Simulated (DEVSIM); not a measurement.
System: illuminated Si n-on-p cell, one wavelength, with a back-surface field, at 250 K.

Layer 1 from the left is Si, thickness (μm) 0.270, Nd (cm⁻³) 1.1e18, τn (s) 1.8e-6, τp (s) 5.4e-8, absorption coefficient (cm⁻¹) 320. Layer 2 from the left is Si, thickness (μm) 46.0, Na (cm⁻³) 1.5e17, τn (s) 3.6e-6, τp (s) 3.6e-6, absorption coefficient (cm⁻¹) 320. Layer 3 from the left is Si, thickness (μm) 1.30, Na (cm⁻³) 1.1e18, τn (s) 3.6e-6, τp (s) 3.6e-6, absorption coefficient (cm⁻¹) 320.

Left contact: ohmic, minority hole recombination velocity 5e5 cm/s. Right contact: ohmic, minority electron recombination velocity 40 cm/s. Voltage is applied to the left contact. Recombination: SRH at mid-gap, radiative, Auger. Gap narrowing is on: ΔEg = 6.92 meV × (l + √(l² + 0.5)), l = ln(N/1.3e17 cm⁻³), shared equally by both band edges. Light enters at the left, 2e17 photons cm⁻² s⁻¹, one pass, no reflection. Mobility is μmin + (μ − μmin)/(1 + (N/Nref)^α).

Constants are typed, rounded textbook-type inputs, not results; the design itself was drawn at random and stands for no fabricated device. Values at 300 K; Nc and Nv go as T^1.5, mobilities as T to minus their exponent, the gap by Varshni's rule with the affinity fixed.

Si: gap (eV) 1.124, affinity (eV) 4.05, permittivity 11.7, Nc (cm⁻³) 2.86e19, Nv (cm⁻³) 3.1e19, μn (cm²/Vs) 1417, μp (cm²/Vs) 470, μn,min 52, μp,min 45, Nref,n 9.7e16, Nref,p 2.2e17, αn 0.68, αp 0.72, T exponent of μn 2.3, T exponent of μp 2.2, B (cm³/s) 4.7e-15, Cn (cm⁶/s) 2.8e-31, Cp (cm⁶/s) 9.9e-32, Varshni α (eV/K) 0.000473, Varshni β (K) 636.

DEVSIM, 1D drift-diffusion, Boltzmann statistics, complete ionisation; no tunnelling, impact ionisation, image-force lowering or self-heating.

Dark forward current:

```
|V| (V)  |J| (A/cm²)
-------  -----------
0.05       2.438e-12
0.10       9.930e-12
0.15       3.476e-11
0.20       1.203e-10
0.25       4.372e-10
0.30        1.827e-9
0.35        9.852e-9
0.40        7.107e-8
0.45        6.251e-7
0.50        6.028e-6
0.55        6.019e-5
0.60       0.0006082
0.65        0.006170
0.70         0.06260
0.75          0.6285
0.80           5.739
0.85           33.43
0.90           104.7
0.95           262.6
1.00           678.3
1.05            1618
1.10            3112
```

Q: Work out the local ideality factor n = ΔV / (kT/q · ln(J2/J1)) between the rows 0.10 and 0.15 V, 0.65 and 0.70 V, 1.05 and 1.10 V.

A: kT/q = 21.54 mV. From 0.10 to 0.15 V: ln(3.476e-11/9.930e-12) = 1.253, n = 1.85, near the 2 of recombination in the depletion region. From 0.65 to 0.70 V: ln(0.06260/0.006170) = 2.317, n = 1.00, near the 1 of diffusion or emission over a barrier. From 1.05 to 1.10 V: ln(3112/1618) = 0.654, n = 3.55.

Q: What current could the absorbed light give at most, and what share is collected?

A: Σ αd = 1.52, so qΦ(1 − exp(−Σ αd)) = 25.1 mA/cm². The simulated short-circuit current is 23.13 mA/cm², a share of 0.92.

Q: Estimate the open-circuit voltage by superposition: the voltage at which the dark current equals that short-circuit current.

A: Interpolating ln J in the table gives 0.679 V. The simulation gives 0.678 V, the same within the digits that matter. Superposition holds where collection doesn't change with voltage.

Q: Estimate the fill factor from FF0 = (v − ln(v + 0.72))/(v + 1), v = qVoc/(nkT), with n from the dark curve.

A: The rows about Voc, 0.65 and 0.70 V, give n = 1.00, so v = 31.4 and FF0 = 0.862. The simulation gives 0.861, the same within the digits that matter.
